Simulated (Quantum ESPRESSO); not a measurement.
Input and output of a self-consistent single point for Mg14ZnSb (Amm2, 16 atoms in the cell) (Quantum ESPRESSO).

Computed with LDA (PZ), GBRV 1.5 ultrasoft (LDA) pseudopotentials (plane waves; Quantum ESPRESSO).

```
CELL_PARAMETERS angstrom
     10.28682     0.00000     0.00000
      0.00000     3.23615     5.41819
      0.00000    -3.23615     5.41819
ATOMIC_POSITIONS crystal
  Mg 0.00000 0.16574 0.16574
  Mg 0.00000 0.66591 0.66591
  Mg 0.50000 0.16609 0.66503
  Mg 0.50000 0.66503 0.16609
  Mg 0.00000 0.16638 0.66714
  Mg 0.00000 0.66714 0.16638
  Mg 0.25230 0.32987 0.83823
  Mg 0.74770 0.83823 0.32987
  Mg 0.74770 0.32987 0.83823
  Mg 0.25230 0.83823 0.32987
  Mg 0.25160 0.33205 0.33205
  Mg 0.74840 0.33205 0.33205
  Mg 0.24818 0.83425 0.83425
  Mg 0.75182 0.83425 0.83425
  Zn 0.50000 0.16824 0.16824
  Sb 0.50000 0.66666 0.66666
```

Reference input (self-consistent single point, DFT, LDA (PZ), plane waves, GBRV 1.5 ultrasoft (LDA) pseudopotentials): ecutwfc = 50 Ry; ecutrho = 250 Ry; occupations = smearing; smearing = cold; degauss = 0.0073499 Ry; potentials = {Mg: mg_lda_v1.4.uspp.F.UPF, Zn: zn_lda_v1.uspp.F.UPF, Sb: sb_lda_v1.4.uspp.F.UPF}; K_POINTS = automatic 2 5 5 1 1 1; conv_thr = 1e-09 Ry; mixing_beta = 0.4. This run's input differs from it in these lines:

```diff
@@ -16,3 +16,3 @@
   smearing = 'cold',
-  degauss = 0.0073499,
+  degauss = 0.02205,
 /
@@ -44,3 +44,3 @@
 K_POINTS {automatic}
-2 5 5  1 1 1
+4 7 7  1 1 1
 CELL_PARAMETERS {angstrom}
```

The program printed (abridged):

```
     Self-consistent Calculation

     iteration #  1     ecut=    50.00 Ry     beta= 0.40

     total energy              =   -2337.37974440 Ry
     estimated scf accuracy    <     104.43674063 Ry

     iteration #  2     ecut=    50.00 Ry     beta= 0.40

     total energy              =   -2384.45609166 Ry
     estimated scf accuracy    <     221.12014150 Ry

     iteration #  3     ecut=    50.00 Ry     beta= 0.40

     total energy              =   -2398.43761810 Ry
     estimated scf accuracy    <      24.43274621 Ry

   [... 11 blocks of this kind left out ...]

     iteration # 15     ecut=    50.00 Ry     beta= 0.40

     total energy              =   -2396.69863657 Ry
     estimated scf accuracy    <          1.4E-09 Ry

     iteration # 16     ecut=    50.00 Ry     beta= 0.40
     End of self-consistent calculation

     the Fermi energy is     6.0867 ev

!    total energy              =   -2396.69863657 Ry
     estimated scf accuracy    <          1.2E-10 Ry
     smearing contrib. (-TS)   =      -0.00024281 Ry
     internal energy E=F+TS    =   -2396.69839376 Ry

     convergence has been achieved in  16 iterations

     Forces acting on atoms (cartesian axes, Ry/au):

     atom    1 type  1   force =     0.00000000    0.00000000   -0.00032836
     atom    2 type  1   force =     0.00000000    0.00000000   -0.00142452
     atom    3 type  1   force =     0.00000000    0.00040460   -0.00197397
     atom    4 type  1   force =     0.00000000   -0.00040460   -0.00197397
     atom    5 type  1   force =     0.00000000    0.00079222   -0.00081671
   [... lines left out ...]

     Total force =     0.015645     Total SCF correction =     0.000025

          total   stress  (Ry/bohr**3)                   (kbar)     P=      -25.91
  -0.00017398   0.00000000   0.00000000          -25.59        0.00        0.00
   0.00000000  -0.00017106   0.00000000            0.00      -25.16        0.00
   0.00000000   0.00000000  -0.00018337            0.00        0.00      -26.97

   JOB DONE.
```

The run converged in 16 iterations. Against the reference run the free energy drops by 9.9 meV/atom, the pressure stays near -2.59 GPa while the zz stress (positive for compression) goes from -2.14 to -2.70 GPa and the largest force goes from 0.156 to 0.169 eV/Å.

The starting cell comes from a database of computed structures (which also holds hypothetical and non-ambient phases and stackings), without a prior relaxation at this level.

Cost on one core of a shared machine: roughly 40 min.
